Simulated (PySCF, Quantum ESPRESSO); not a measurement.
A Quantum ESPRESSO input for a self-consistent single point of Al (Fm-3m, 1 atom in the cell) (DFT, PBE, plane waves, PSlibrary ultrasoft (PBE) pseudopotentials):

```fortran
&CONTROL
 calculation = 'scf',
 prefix = 'al',
 outdir = './out',
 pseudo_dir = './',
 verbosity = 'high',
 tprnfor = .true.,
 tstress = .true.,
/
&SYSTEM
 ibrav = 0,
 nat = 1,
 ntyp = 1,
 ecutwfc = 35,
 ecutrho = 210,
 occupations = 'smearing',
 smearing = 'fermi-dirac',
 degauss = 0.0073499,
/
&ELECTRONS
 conv_thr = 1.0d-10,
 mixing_beta = 0.7,
/
ATOMIC_SPECIES
Al    26.9815  Al.pbe-n-rrkjus_psl.1.0.0.UPF
ATOMIC_POSITIONS {angstrom}
Al    0.0000000000    0.0000000000    0.0000000000
K_POINTS {automatic}
10 10 10  0 0 0
CELL_PARAMETERS {bohr}
   0.0000000000     3.8082214398     3.8082214398
   3.8082214398     0.0000000000     3.8082214398
   3.8082214398     3.8082214398     0.0000000000
```

Task: Give the PySCF input for the same structure, mesh, smearing and functional.

Result: This is the input that was run; spellings and numerical settings could be chosen otherwise.

```python
import numpy as np
from pyscf.pbc import gto, scf, dft

cell = gto.Cell()
cell.build(
    a=np.array([[0, 2.015224, 2.015224],
              [2.015224, 0, 2.015224],
              [2.015224, 2.015224, 0]]),
    atom='''
Al              0              0              0
''',
    unit='Angstrom',
    basis='gth-dzvp-molopt-sr',
    pseudo='gth-pbe',
    ke_cutoff=50,
    precision=1e-07,
    max_memory=2000,
    verbose=4,
)

kpts = cell.make_kpts([10, 10, 10])
kmf = dft.KRKS(cell, kpts).multigrid_numint()
kmf.xc = 'pbe,pbe'
kmf.conv_tol = 1e-08
kmf.max_cycle = 60
kmf.diis_start_cycle = 5
kmf.damp = 0.5
kmf = scf.addons.smearing_(kmf, sigma=0.00367493, method='fermi')
kmf.kernel()

res = dict(e_tot=kmf.e_tot, converged=kmf.converged, nao=cell.nao, mesh=cell.mesh, nelectron=cell.nelectron)
res.update(e_free=kmf.e_free, e_zero=kmf.e_zero)
np.savez('results.npz', **res)
eps, occ = np.array(kmf.mo_energy), np.array(kmf.mo_occ)
nk = len(kmf.kpts)
res.update(mo_energy=eps, mo_occ=occ)
print('electrons per cell = %.6f' % (occ.sum() / nk))
full = 1.0
print('highest filled level = %.6f Ha, lowest empty level = %.6f Ha' % (eps[occ > full].max(), eps[occ <= full].min()))
np.savez('results.npz', **res)
```

Basis, cutoffs, solver keys and any potentials are the target program's own. This input uses DFT PBE, Gaussian basis gth-dzvp-molopt-sr, GTH pseudopotentials gth-pbe, FFT density fitting with multigrid.

The starting cell comes from a database of computed structures (which also holds hypothetical and non-ambient phases and stackings), without a prior relaxation at this level. Its lattice was rescaled by a random factor within 2.5 % of one.
